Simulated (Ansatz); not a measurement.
Output of an Ansatz run (abridged):

```
WARN ansatz: RAYON_NUM_THREADS=1 ignored (pool sized by the plan → 1); use --threads N
Pseudopotentials: kind: paw
Pseudopotential: Cu, paw, valence charge 19
Pseudopotential: As, paw, valence charge 15
Pseudopotential: S, paw, valence charge 6
Crystal: 8 atoms, lattice volume = 147.659 Å³
Basis set: ecut = 420 eV, 2945 PW (Γ), exchange–correlation on 72×72×72 points (8 copies of the dense FFT grid, shifted against one another)
Bands: 58, of which v1, the nominal top of the filled ones, is band 48 counted from 1 (47 counted from 0)
Symmetry: 6 space group operations
Space group: R3m (ITA 160), of the structure as read, at distance tolerance 5.3e-5 Å
k-points: 32 of 216 (time reversal used)
PAW frozen core: Cu, regenerated for the run's functional, and the local potential with it
PAW frozen core: As, regenerated for the run's functional, and the local potential with it
PAW frozen core: S, regenerated for the run's functional, and the local potential with it
Initial density: superposition of atomic densities (neutral atoms: chi_scale 0, normalization atom), corrected by the library's trained network
Initial wavefunctions: pseudopotential atomic-orbital guess
Eigensolver: davidson
Functional: x = pbesol(κ = 0.804, μ = 0.12345679012345678), c = pbesol(β = 0.046)
SCF iter   1: F=—  HF=-28120.716750 eV  |F-HF|=—  |Δ(HF+E_count)|=         —  Δρ=1.01e-2  dr2=1.01e-1  ethr=1.77e-3  ⟨swp⟩=6.1  Hψ=6957  notcnv=0  defer=35
all-band conjugate gradients solve this SCF's bands
preconditioner: auto → LDOS
SCF iter   2: F=—  HF=-28120.752522 eV  |F-HF|=—  |Δ(HF+E_count)|=   3.58e-2  Δρ=1.64e-2  dr2=2.49e-1  ethr=1.05e-4  ⟨swp⟩=2.0  Hψ=3859  notcnv=0  defer=141
SCF iter   3: F=—  HF=-28120.693833 eV  |F-HF|=—  |Δ(HF+E_count)|=   5.87e-2  Δρ=2.65e-3  dr2=6.79e-3  ethr=1.05e-4  ⟨swp⟩=2.1  Hψ=3418  notcnv=0  defer=141
SCF iter   4: F=—  HF=-28120.692474 eV  |F-HF|=—  |Δ(HF+E_count)|=   1.36e-3  Δρ=5.46e-4  dr2=4.56e-4  ethr=7.07e-6  ⟨swp⟩=2.4  Hψ=3060  notcnv=0  defer=44
SCF iter   5: F=—  HF=-28120.692401 eV  |F-HF|=—  |Δ(HF+E_count)|=   7.22e-5  Δρ=2.56e-4  dr2=6.58e-5  ethr=4.75e-7  ⟨swp⟩=2.0  Hψ=2505  notcnv=0  defer=44
SCF iter   6: F=—  HF=-28120.692618 eV  |F-HF|=—  |Δ(HF+E_count)|=   2.17e-4  Δρ=4.70e-5  dr2=3.75e-6  ethr=6.85e-8  ⟨swp⟩=2.0  Hψ=2504  notcnv=0  defer=44
SCF iter   7: F=—  HF=-28120.692618 eV  |F-HF|=—  |Δ(HF+E_count)|=   5.07e-7  Δρ=1.64e-5  dr2=3.08e-7  ethr=3.90e-9  ⟨swp⟩=2.1  Hψ=2702  notcnv=0  defer=44
SCF iter   8: F=-28120.692618 eV  HF=-28120.692618 eV  |F-HF|=1.01e-8  |Δ(HF+E_count)|=   2.07e-8  Δρ=3.59e-6  dr2=1.35e-8  ethr=1.04e-10  ⟨swp⟩=9.1  Hψ=7792  notcnv=0
SCF 1 converged in 8 iterations: F = -28120.692618 eV  dr2 = 1.35e-8
SCF converged after 8 iterations
Free energy (F): -28120.692618 eV
Harris-Foulkes:  -28120.692618 eV  (|F-HF|=1.01e-8)
Internal energy: -28120.682137 eV  (E = F + TS)
E sigma→0 (E₀):  -28120.687378 eV
Entropy (-TS):   -0.010480 eV (-1.310 meV/atom)
Fermi energy:    8.509220 eV
--- Per-component energies (eV) ---
  E_band       = -1764.999216
  E_kinetic    = 1426.430784
  E_local      = -19040.079493  (includes V_loc(G=0)·N_el)
  E_nonlocal   = 635.086445
  E_hartree    = 8569.657540
  E_xc         = -726.459730
  E_vxc        = -770.035616  (∫ρ·V_xc dr)
  E_paw        = -9018.955804  (= ΣΔE_a)
  E_vpaw       = -1155.734975  (= ΣTr[D̂ρ^β])
  E_aug_tail   = 0.000725  (compensation charges beyond the density's cutoff)
  E_ewald      = -9968.195437
  E_core_change = 1.832832  (= ΣΔE_core)
  E_smearing   = -0.010480  (= −TS)
  E_closure    = -0.000000  (closes the sum)
  Σ components = -28120.692618   (vs F -28120.692618, Δ=0.00e0)
--- Forces (eV/Å), atoms counted from 1 ---
  atom   1  Cu    -0.04797573     0.03504178     0.03504178
  atom   2  Cu     0.03504178    -0.04797573     0.03504178
  atom   3  Cu     0.03504178     0.03504178    -0.04797573
  atom   4  As    -0.32375035    -0.32375035    -0.32375035
  atom   5  S      0.16066749    -0.09764873    -0.09764873
  atom   6  S     -0.09764873    -0.09764873     0.16066749
  atom   7  S     -0.09764873     0.16066749    -0.09764873
  atom   8  S      0.33627445     0.33627445     0.33627445
  max |Σ_I F_I| component: 1.95e-6 eV/Å
--- Stress (GPa, compression-positive) ---
       -2.584542       0.213228       0.213228
        0.213228      -2.584542       0.213228
        0.213228       0.213228      -2.584542
  P = ⅓ Tr σ = -2.5845 GPa (-25.845 kbar)
  The stress holds the Pulay correction. Without it, at fixed plane waves, as pw.x and ABINIT print it: P = -2.6234 GPa
--- Band table (eV; the first three rows and the last of 32) ---
  k-point 0: bands = ["-103.3460", "-103.3460", "-103.3460", "-60.9938", "-60.9938", "-60.9938", "-60.8306", "-60.8305", "-60.8305", "-60.8293", "-60.8293", "-60.8292", "-28.6967", "-28.6925", "-28.6925", "-28.6816", "-28.6816", "-6.9859", [...]
  k-point 1: bands = ["-103.3459", "-103.3459", "-103.3459", "-60.9938", "-60.9938", "-60.9938", "-60.8306", "-60.8305", "-60.8305", "-60.8292", "-60.8292", "-60.8292", "-28.6967", "-28.6925", "-28.6925", "-28.6816", "-28.6816", "-6.9231", [...]
  k-point 2: bands = ["-103.3459", "-103.3459", "-103.3459", "-60.9938", "-60.9938", "-60.9938", "-60.8305", "-60.8305", "-60.8305", "-60.8292", "-60.8292", "-60.8292", "-28.6967", "-28.6925", "-28.6925", "-28.6816", "-28.6816", "-6.7720", [...]
  k-point 31: bands = ["-103.3459", "-103.3459", "-103.3459", "-60.9942", "-60.9936", "-60.9936", "-60.8307", "-60.8304", "-60.8304", "-60.8293", "-60.8293", "-60.8290", "-28.6967", "-28.6925", "-28.6925", "-28.6816", "-28.6816", "-6.4092", [...]
```

The structure:

```
CELL_PARAMETERS angstrom
      5.28551     0.00000     0.00000
      0.00000     5.28551     0.00000
      0.00000     0.00000     5.28551
ATOMIC_POSITIONS crystal
  Cu 0.00000 0.50000 0.50000
  Cu 0.50000 0.00000 0.50000
  Cu 0.50000 0.50000 0.00000
  As 0.00546 0.00546 0.00546
  S  0.25268 0.74732 0.74732
  S  0.74732 0.74732 0.25268
  S  0.74732 0.25268 0.74732
  S  0.25268 0.25268 0.25268
```

Q: Write an input that gives this output.

A: Other spellings and defaults could give the same log, and not every line can be read from it. The input that was run (DFT, PBEsol, plane waves, default PAW files made with PBE):

Ansatz 0.2 input:
```yaml
# Cu3AsS4
crystal:
  lattice:
    - [5.285506, 0.000000, 0.000000]
    - [0.000000, 5.285506, 0.000000]
    - [0.000000, 0.000000, 5.285506]
  atoms:
    - { symbol: Cu, position_ang: [0.000000, 2.642753, 2.642753] }
    - { symbol: Cu, position_ang: [2.642753, 0.000000, 2.642753] }
    - { symbol: Cu, position_ang: [2.642753, 2.642753, 0.000000] }
    - { symbol: As, position_ang: [0.028869, 0.028869, 0.028869] }
    - { symbol: S, position_ang: [1.335542, 3.949964, 3.949964] }
    - { symbol: S, position_ang: [3.949964, 3.949964, 1.335542] }
    - { symbol: S, position_ang: [3.949964, 1.335542, 3.949964] }
    - { symbol: S, position_ang: [1.335542, 1.335542, 1.335542] }
basis:
  ecutwfc: 420.0
kpoints:
  mp_grid: { grid: [6, 6, 6] }
hamiltonian:
  xc: pbesol
  pseudopotentials: { kind: paw }
scf:
  occupations: { method: gaussian, width: 0.1 }
output:
  forces: true
  eigenvalues: true
  stress: true
```

The starting cell comes from a database of computed structures (which also holds hypothetical and non-ambient phases and stackings), without a prior relaxation at this level. Its lattice was rescaled by up to half a per cent. One atom was moved a little off its site on purpose. Spin polarisation is off. Ansatz's pressure includes its estimate of the finite-basis (Pulay) stress. The run gives no clean gap (levels at the Fermi energy touch, overlap or are partly filled at this smearing), which alone does not show that the compound is a metal.

Ansatz is a quantum-chemistry and plane-wave program.
